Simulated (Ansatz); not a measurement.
The reference is NbN in the rock salt structure (space group Fm-3m, No. 225; a = 4.380 Å).

Calculations: PBEsol (Ansatz, an electronic-structure program, PAW, no spin-orbit coupling).

Before the change:

```
Property            Value
---------------  --------
Volume per atom  10.50 Å³
```

The change: Ta takes the place of Nb on all its sites; the structure is relaxed again.

Tabulated Pauling electronegativity and covalent radius: Nb 1.60, 1.64 Å; Ta 1.50, 1.70 Å.

Problem. How does this affect the volume per atom?

Solution. The volume per atom decreases by 0.03 Å³, from 10.50 Å³ to 10.47 Å³.

No phonon test of stability was made. The final runs are not spin-polarised. This is not the structure that TaN has at room temperature and ambient pressure.
